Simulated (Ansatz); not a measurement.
# PtSb2, pressure series

Base system: PtSb2 (space group Pa-3, No. 205; a = 6.463 Å).

Cell and atoms are relaxed at each pressure.

The values are results of Ansatz (an electronic-structure program), PBEsol, PAW, cutoff 420 eV, spin-orbit coupling left out, not measurements.

Two rows of this table had their results exchanged by mistake.

```
pressure          volume per atom (Å³)  shortest distance (Å)  band gap
----------------  --------------------  ---------------------  --------
pressure −2 GPa                  22.89                  2.694      zero
pressure −1 GPa                  22.69                  2.686      zero
pressure 0.3 GPa                 22.44                  2.676      zero
pressure 0.7 GPa                 22.37                  2.673      zero
pressure 1.5 GPa                 20.98                  2.616   0.07 eV
pressure 3 GPa                   21.97                  2.657      zero
pressure 5 GPa                   21.66                  2.645      zero
pressure 7.5 GPa                 21.31                  2.630      zero
pressure 10 GPa                  22.23                  2.668      zero
```

Task: Which two?

Result: The rows for pressure 1.5 GPa and pressure 10 GPa: the volume has to fall steadily with pressure, so 22.23 Å³ belongs to pressure 1.5 GPa and 20.98 Å³ to pressure 10 GPa.

Spin-orbit coupling, missing from the scalar runs, can matter with Pt and Sb. Load acts through the strain it causes; cell and atoms are relaxed under it. Whether these cells are dynamically stable was not tested. No other phases were tried under pressure. All final runs are without spin polarisation. Gaps under 0.05 eV, about the width of the smearing, are given as zero. A zero or small gap of PtSb2 can be the functional's error rather than a property of the material.
